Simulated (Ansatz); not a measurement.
A periodic model of amorphous silicon oxynitride (Si24O36N8):

```
N2O9Si6
1.0
    9.41940     0.24739     0.18389
    0.24739     9.79450     0.25951
    0.18389     0.25951     9.86256
Si O N
24 36 8
Cartesian
  5.58293   7.72149   3.81543
  7.81254   7.74452   1.99541
  4.91353   3.86396   2.22657
  8.91786   0.27232   0.20028
  3.17039   6.20116   2.42461
  7.47694   5.44142   5.33774
  5.15809   3.76215   5.12295
  5.96703   0.96484   4.82652
  7.02941   1.89692   1.97079
  4.84959   8.90964   8.31663
  1.16262   5.63879   4.68963
  0.41021   2.33113   1.94334
  3.41045   1.53708   6.24939
  6.78750   8.74696   6.31683
  7.88031   4.62268   1.17799
  4.18588   4.64943   9.53940
  3.36926   1.76550   1.03830
  9.28501   8.37365   4.80566
  5.53596   9.39704   1.14365
  0.65347   1.26957   4.86475
  7.08460   4.56386   8.22336
  7.93458   1.66467   7.24475
  2.69930   8.64758   0.56360
  2.96651   4.39111   6.98137
  1.78868   4.93924   6.01742
  0.63299   2.25369   3.56302
  9.67273   9.92305   4.79850
  4.11196   7.07360   3.48608
  6.51521   6.52436   4.52174
  5.63100   4.96691   8.85057
  1.79158   2.07361   1.16872
  7.12024   2.99430   7.75555
  8.21150   8.00046   6.00536
  4.18214   2.38031   2.32269
  7.75332   6.17332   1.61555
  5.97047   9.25000   9.44990
  2.79187   2.77335   7.11654
  3.96091   0.37394   7.24223
  8.58266   0.95547   8.57402
  2.41357   7.36843   1.54177
  4.42544   4.64608   6.27687
  9.18883   2.12971   6.27470
  6.09359   1.00580   1.00077
  4.09949   2.99523   9.68000
  7.46056   5.55401   6.97529
  2.18894   0.97023   5.32685
  9.00676   5.41587   4.75030
  3.00257   5.07871   8.47160
  8.42092   8.64919   0.79721
  9.27985   4.08183   1.81977
  1.18842   7.25231   4.94622
  1.52157   9.70534  10.05739
  3.57857   8.22358   9.08537
  2.02919   5.39472   3.31645
  8.18040   4.79964   9.41179
  6.78221   3.96585   5.09481
  5.77286   7.96642   7.34123
  4.68596   4.43159   3.72217
  8.70121   7.99687   3.33629
  6.81813   1.52017   3.55088
  6.89338   0.63700   6.30285
  6.58277   3.58660   1.76354
  8.64411   1.49375   1.45136
  6.17291   8.23576   2.25463
  3.83780   9.82877   1.21812
  4.73387   2.09729   5.26886
  5.80643   9.06722   4.89724
  3.98731   5.04570   1.31457
```

Methods: PBE, scalar-relativistic without spin-orbit coupling (Ansatz, an electronic-structure program); r2SCAN, scalar-relativistic without spin-orbit coupling (Ansatz); HSE06, scalar-relativistic without spin-orbit coupling (Ansatz); PBE0, scalar-relativistic without spin-orbit coupling (Ansatz). Neutral PBE cell, which sets geometry, pressure and energy: sampling: a 2×2×2 Γ-centred mesh; Fermi-Dirac width 0.02 eV; no spin polarisation. Exact exchange is cut at the faces of this 9 Å cell, which leaves hybrid gaps a finite-size error.

It comes from a melt-quench run on a machine-learned potential (CHGNet), relaxed afterwards by DFT. O and N atoms were pushed apart under 1.9 Å during the dynamics, to hinder bonds among them. The hot cell started wider than the set density and was brought back towards it in steps. It is the lowest in DFT energy of 2 quenches. It is a model cell: composition and starting density were chosen by hand, and all elements were melted together. No dispersion term was used. A short ab initio anneal came between quench and relaxation. Its density started from a set value of 2.55 and ended at 2.49 g/cm³. The simulated quench (nominally 91 K/ps over its main leg) is rapid and tends to freeze in more defects than a deposited or slowly cooled glass has. A cell of this size samples the disorder only roughly. Volume and shape were free in the relaxation.

Problem. Give the pressure and the spacing of the highest filled and lowest empty levels.

Solution. 
The pressure on a 2×2×2 Γ-centred mesh is 0.03 GPa. The largest force and stress component on that mesh (the relaxation ran on the zone centre alone) is 0.02 eV/Å and 0.1 GPa and the level gap on a 2×2×2 Γ-centred mesh (PBE) is 4.50 eV. The level gap at the zone centre (PBE) comes out as 4.56 eV. The level gap at the zone centre (r2SCAN) comes out as 5.15 eV, the level gap at the zone centre (HSE06) comes out as 6.13 eV and the level gap at the zone centre (PBE0) comes out as 6.90 eV. The distance between the nearest levels spread over more than a fifth of the atoms or a third of the atoms of their main element (six at least) (PBE, zone centre) comes out as 4.89 eV.

Problem. At PBE and the zone centre, how localised are the states just below and above the Fermi level (participation number: the atoms over which a state spreads)?

Solution. The highest filled state is spread over 5.8 atoms' worth, largest on N61, with weights by element (charge in smoothed Voronoi cells) N 0.75, O 0.18, Si 0.08. The lowest empty state is spread over 63.5 atoms' worth, largest on N68, with weights by element (charge in smoothed Voronoi cells) O 0.56, Si 0.31, N 0.14.

At PBE the levels at the filled edge of the gap are localised (band-tail or defect states), and the nearest spread-out levels lie 4.9 eV apart at the zone centre.

Cut-offs for bonds: Si-Si 2.60 Å, Si-O 1.88 Å, Si-N 2.02 Å, O-O 1.58 Å, O-N 1.64 Å, N-N 1.70 Å. Two cations that share two anions don't count as bonded, nor two that share one unless they lie closer than Si-Si 2.38 Å.

Added carriers, by PBE, scalar-relativistic without spin-orbit coupling in Ansatz on the zone centre alone. Charged cells keep the cell fixed and stand in a uniform background, with no image correction, at a width of 0.01 eV; where the count is odd the moment is locked at 1 μB, unless the neutral cell bore moments. Each starts from the undistorted neutral geometry alone. PBE's self-interaction favours spread-out carriers, so it can miss traps that a hybrid finds.

Problem. What happens at PBE when the cell takes an extra electron and the atoms relax?

Solution. Relaxation lowers the charged cell by 0.02 eV. The largest moves are O40 0.02 Å, O28 0.02 Å, O25 0.02 Å, O57 0.02 Å. The level that holds the added charge spreads over 63.4 atoms' worth, most on N68 (weight 0.03): a carrier spread over the cell. No bond crosses its cut-off with a change of over 0.15 Å. Made neutral again at that geometry, the cell lies +0.02 eV from the neutral start.

Problem. What happens at PBE when the cell takes a hole and the atoms relax?

Solution. Relaxation lowers the charged cell by 0.21 eV. The largest moves are O36 0.10 Å, O38 0.05 Å, Si1 0.05 Å, O33 0.05 Å. The level that was emptied spreads over 6.8 atoms' worth, most on N61 (weight 0.25): a partly localised carrier. No bond crosses its cut-off with a change of over 0.15 Å. Made neutral again at that geometry, the cell lies +0.28 eV from the neutral start.
